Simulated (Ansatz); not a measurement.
**CdS, pressure series**

Take CdS in the zinc blende structure (space group F-43m, No. 216; a = 5.9271 Å) as the base.

Cell and atoms are relaxed at each pressure.

Calculations: PBE/PAW in Ansatz (a quantum-chemistry and plane-wave program), no SOC, earlier PAW set.

Base values:

| Property | Value |
|---|---|
| Band gap | 1.04 eV |

Task: The aim is a band gap between 1.35 eV and 1.46 eV. Which of these changes reaches it?
A) pressure 15 GPa
B) pressure 7 GPa
C) pressure 30 GPa
D) pressure 75 GPa

Result: A, pressure 15 GPa. It gives 1.42 eV; pressure 30 GPa gives 1.59 eV; pressure 75 GPa gives 1.78 eV; pressure 7 GPa gives 1.26 eV. Changes not listed may reach it too

Load acts through the strain it causes; cell and atoms are relaxed under it. No phonon test of stability was made. Tetrahedral semiconductors of this kind turn to denser phases somewhere between about 1 and 50 GPa; those were not computed, so compressed cells here can lie past the real transition.
